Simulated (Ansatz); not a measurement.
**Input and output of a self-consistent single point for TiB2Mo (Amm2, 4 atoms in the cell) (Ansatz, a program for electronic structure)**

Method of the run: LDA (PW92), default PAW files made with PBE (plane waves; Ansatz).

This input was run:

Ansatz 0.2 input:
```yaml
crystal:
  lattice:
    - [3.067141, 0.000000, 0.000000]
    - [0.000000, 1.580758, 4.200516]
    - [0.000000, -1.580758, 4.200516]
  atoms:
    - { symbol: Ti, position: [0.000000, 0.147300, 0.147300] }
    - { symbol: B, position: [0.500000, 0.558750, 0.558750] }
    - { symbol: B, position: [0.000000, 0.439940, 0.439940] }
    - { symbol: Mo, position: [0.500000, 0.854020, 0.854020] }
basis:
  ecutwfc: 420.0 eV
kpoints:
  mp_grid:
    grid: [11, 11, 11]
hamiltonian:
  xc: lda
  pseudopotentials:
    kind: paw
scf:
  occupations:
    method: gaussian
    width: 0.1 eV
output:
  forces: true
  eigenvalues: true
  stress: true
```

Output, abridged:

```
WARN ansatz: RAYON_NUM_THREADS=1 ignored (pool sized by the plan → 1); use --threads N
Pseudopotentials: kind: paw
Pseudopotential: Ti, paw, valence charge 12
Pseudopotential: B, paw, valence charge 3
Pseudopotential: Mo, paw, valence charge 14
Crystal: 4 atoms, lattice volume = 40.732 Å³
Basis set: ecut = 420 eV, 813 PW (Γ)
Bands: 20, of which v1, the nominal top of the filled ones, is band 16 counted from 1 (15 counted from 0)
Symmetry: 4 space group operations
Space group: Amm2 (ITA 38), of the structure as read, at distance tolerance 3.4e-5 Å
k-points: 216 of 1331 (time reversal used)
PAW frozen core: Ti, regenerated for the run's functional, and the local potential with it
PAW frozen core: B, regenerated for the run's functional, and the local potential with it
PAW frozen core: Mo, regenerated for the run's functional, and the local potential with it
Initial density: superposition of atomic densities (neutral atoms: chi_scale 0, normalization atom), corrected by the library's trained network
Initial wavefunctions: pseudopotential atomic-orbital guess
Eigensolver: davidson
Functional: x = slater, c = lda
SCF iter   1: F=—  HF=-7596.212262 eV  |F-HF|=—  |Δ(HF+E_count)|=         —  Δρ=9.97e-3  dr2=7.72e-2  ethr=1.77e-3  ⟨swp⟩=4.9  Hψ=17449  notcnv=0
all-band conjugate gradients solve this SCF's bands
preconditioner: auto → Kerker (q_TF=auto, 2.621 Å⁻¹)
SCF iter   2: F=—  HF=-7596.204591 eV  |F-HF|=—  |Δ(HF+E_count)|=   7.67e-3  Δρ=5.22e-3  dr2=2.04e-2  ethr=2.41e-4  ⟨swp⟩=1.0  Hψ=6048  notcnv=0
SCF iter   3: F=—  HF=-7596.201125 eV  |F-HF|=—  |Δ(HF+E_count)|=   3.47e-3  Δρ=6.43e-4  dr2=2.94e-4  ethr=6.39e-5  ⟨swp⟩=2.1  Hψ=5380  notcnv=0
SCF iter   4: F=—  HF=-7596.201064 eV  |F-HF|=—  |Δ(HF+E_count)|=   6.11e-5  Δρ=1.71e-4  dr2=1.20e-5  ethr=9.18e-7  ⟨swp⟩=2.0  Hψ=5978  notcnv=0
SCF iter   5: F=—  HF=-7596.201061 eV  |F-HF|=—  |Δ(HF+E_count)|=   2.65e-6  Δρ=3.34e-5  dr2=6.13e-7  ethr=3.74e-8  ⟨swp⟩=2.0  Hψ=5845  notcnv=0
SCF iter   6: F=-7596.201061 eV  HF=-7596.201061 eV  |F-HF|=1.87e-8  |Δ(HF+E_count)|=   1.29e-7  Δρ=6.98e-6  dr2=2.72e-8  ethr=3.13e-10  ⟨swp⟩=5.1  Hψ=18515  notcnv=0
SCF 1 converged in 6 iterations: F = -7596.201061 eV  dr2 = 2.72e-8
SCF converged after 6 iterations
Free energy (F): -7596.201061 eV
Harris-Foulkes:  -7596.201061 eV  (|F-HF|=1.87e-8)
Internal energy: -7596.196611 eV  (E = F + TS)
E sigma→0 (E₀):  -7596.198836 eV
Entropy (-TS):   -0.004450 eV (-1.112 meV/atom)
Fermi energy:    17.226691 eV
--- Per-component energies (eV) ---
  E_band       = -155.056185
  E_kinetic    = 816.689061
  E_local      = -1609.863946  (includes V_loc(G=0)·N_el)
  E_nonlocal   = 180.861024
  E_hartree    = 606.658841
  E_xc         = -346.885751
  E_vxc        = -431.470124  (∫ρ·V_xc dr)
  E_paw        = -4233.062215  (= ΣΔE_a)
  E_vpaw       = -324.593048  (= ΣTr[D̂ρ^β])
  E_aug_tail   = 0.000134  (compensation charges beyond the density's cutoff)
  E_ewald      = -3011.484193
  E_core_change = 0.890435  (= ΣΔE_core)
  E_smearing   = -0.004450  (= −TS)
  E_closure    = 0.000000  (closes the sum)
  Σ components = -7596.201061   (vs F -7596.201061, Δ=0.00e0)
--- Forces (eV/Å), atoms counted from 1 ---
  atom   1  Ti     0.00000000     0.00000000    -0.07725312
  atom   2  B      0.00000000     0.00000000    -0.01813576
  atom   3  B      0.00000000     0.00000000     0.08275362
  atom   4  Mo     0.00000000     0.00000000     0.01270836
  max |Σ_I F_I| component: 7.31e-5 eV/Å
--- Stress (GPa, compression-positive) ---
       -7.924727       0.000000       0.000000
        0.000000      -8.249469       0.000000
        0.000000       0.000000      -7.930306
  P = ⅓ Tr σ = -8.0348 GPa (-80.348 kbar)
  The stress holds the Pulay correction. Without it, at fixed plane waves, as pw.x and ABINIT print it: P = -8.1878 GPa
--- Band table (eV; the first three rows and the last of 216) ---
  k-point 0: bands = ["-43.5518", "-38.7102", "-17.7782", "-17.6883", "-17.5481", "-15.3180", "-15.2385", "-15.1620", "5.3858", "10.4643", "13.4062", "14.0460", "14.3495", "14.4667", "16.5690", "17.4802", "17.8497", "17.9427", "19.4219", "19.5038"]
  k-point 1: bands = ["-43.5500", "-38.7089", "-17.7745", "-17.7132", "-17.5448", "-15.3199", "-15.2520", "-15.1615", "5.5130", "10.5685", "13.0110", "13.7632", "14.3330", "15.1086", "16.7182", "17.1687", "17.4028", "17.9702", "19.2803", "19.9971"]
  k-point 2: bands = ["-43.5450", "-38.7057", "-17.7807", "-17.7633", "-17.5358", "-15.3291", "-15.2833", "-15.1604", "5.8626", "10.8341", "12.2446", "13.9080", "14.1913", "15.5075", "16.5902", "16.9225", "17.5515", "17.5891", "18.8784", "20.5037"]
  k-point 215: bands = ["-43.5188", "-38.6869", "-17.9288", "-17.7443", "-17.6694", "-15.3631", "-15.3030", "-15.2291", "8.2834", "9.0865", "12.6781", "13.2755", "14.6849", "14.9654", "16.1373", "16.4274", "16.6113", "17.6477", "18.9441", "19.3984"]
```

The run converged in 6 iterations.

The starting cell comes from a database of computed structures (which also holds hypothetical and non-ambient phases and stackings), without a prior relaxation at this level. Its lattice was rescaled by up to half a per cent. Spin polarisation is off. With a pressure of about -8 GPa the cell is away from its equilibrium volume at this level. Ansatz's pressure includes its estimate of the finite-basis (Pulay) stress.
